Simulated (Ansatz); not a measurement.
CaGe$_{2}$ (R-3m), PBEsol, DFPT electron-phonon coupling, linearised Boltzmann equation in Ansatz (a program for electronic structure): phonon-limited resistivity 28.4 μΩ·cm at 300 K along z (a = (1.97, 1.14, 5.20) Å; b = (-1.97, 1.14, 5.20) Å; c = (0.00, -2.28, 5.20) Å), 38.5 μΩ·cm at 400 K, Drude plasma energy 2.77 eV.

Problem. What is the classical skin depth at 10 GHz (nonmagnetic, μ₀ = 1.257×10⁻⁶ H/m)?

Solution. δ = √(ρ/(π f μ₀)) = 2680 nm.

Problem. What Drude relaxation time do resistivity and plasma energy imply?

Solution. ω_p = 4.21e15 s⁻¹, so τ = 1/(ε₀ ω_p² ρ) = 22.5 fs, a damping ħ/τ of 29.3 meV.

Problem. What temperature coefficient of resistance follows, and how does it compare with 1/T?

Solution. (ρ₄₀₀ − ρ₃₀₀)/(100 K × ρ₃₀₀) = 3.56×10⁻³ K⁻¹, against 1/T = 3.33×10⁻³ K⁻¹ for a resistivity proportional to T. It lies higher because phonons are still being populated at 300 K; impurities would add a constant and lower it.

A metal at this level (no band gap). Only scattering by harmonic phonons is included (no impurities, grain boundaries, electron-electron scattering or thermal expansion). Spin-orbit coupling is left out. Halving the electron mesh (24x24x24) moves the resistivity by up to 7 % at 300 K. Smearing 0.20 eV; phonons on a 4x4x4 q mesh, which this run doesn't test.

Computed structure with no diffraction record at hand here (it may be known, metastable or hypothetical): CaGe2 (R-3m).
